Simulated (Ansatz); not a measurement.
PbSe (Cmcm, No. 63, 4 atoms in the cell; start mp-1063670; high-pressure phase), treated with HSE06 (plane waves, PAW; Ansatz, a program for electronic structure).

Numerical settings: plane-wave cutoff 500 eV, 6×6×6 k mesh, gaussian smearing 0.02 eV, scalar-relativistic PAW data made under PBE.

Cell (relaxed at this level):

```
CELL_PARAMETERS angstrom
      2.15467    -6.15310     0.00000
      2.15467     6.15310     0.00000
      0.00000     0.00000     4.44315
ATOMIC_POSITIONS crystal
  Pb 0.63326 0.36674 0.75000
  Pb 0.36674 0.63326 0.25000
  Se 0.86071 0.13929 0.75000
  Se 0.13929 0.86071 0.25000
```

Estimate the band gap that the calculation returns.


- band gap = 1.70 eV (on the SCF k mesh)

Note: the relaxation could not lower the start's symmetry, so the cell can be a saddle point above a distorted one; the cell has widely spaced layers and the level no dispersion term, so their spacing and the moduli can rest on weak binding.

Spin–orbit coupling is not included; with these elements it can move the gap by several tenths of an eV or more.

A start named mp-… is a Materials Project structure, which need not be a measured phase.
